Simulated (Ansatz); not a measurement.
SnO (model structure, started from the h-BN type, P6₃/mmc, No. 194, 4 atoms in the cell)

Method: r²SCAN (Ansatz, a program for electronic structure, PAW).

Settings: plane-wave cutoff 560 eV, 18×18×6 k mesh (along the axes of the cell as run), Fermi–Dirac smearing 0.05 eV, scalar-relativistic PAW data made under PBE.

Cell (relaxed at this level):

SnO is modelled in the hexagonal space group P6₃/mmc (No. 194), Pearson symbol hP4. Cell: a = 4.127 Å, b = 4.127 Å, c = 5.187 Å, α = 90.00°, β = 90.00°, γ = 120.00°. Sn on 2c has 3 O at 2.383 Å and 2 O at 2.594 Å (trigonal bipyramidal). O on 2d sees 3 Sn at 2.383 Å and 2 Sn at 2.594 Å (trigonal bipyramidal). (Neighbours: up to the widest gap in distance over summed covalent radii, below 1.35, at either atom; cation-cation and far metal-metal contacts left out.)

| Quantity | Result |
|---|---|
| band gap | 0.58 eV |
| Γ–Γ gap | 7.14 eV |

Note: the relaxation could raise the start's symmetry but not lower it, so the cell can be a saddle point.

Spin–orbit coupling is not included.

Computed values are for the static lattice.

It cost very roughly 50 core-seconds of CPU time.

A model structure was made by putting elements into a prototype or built by hand; it is no filed structure, need not be a known phase, and can be a saddle point held by its symmetry.
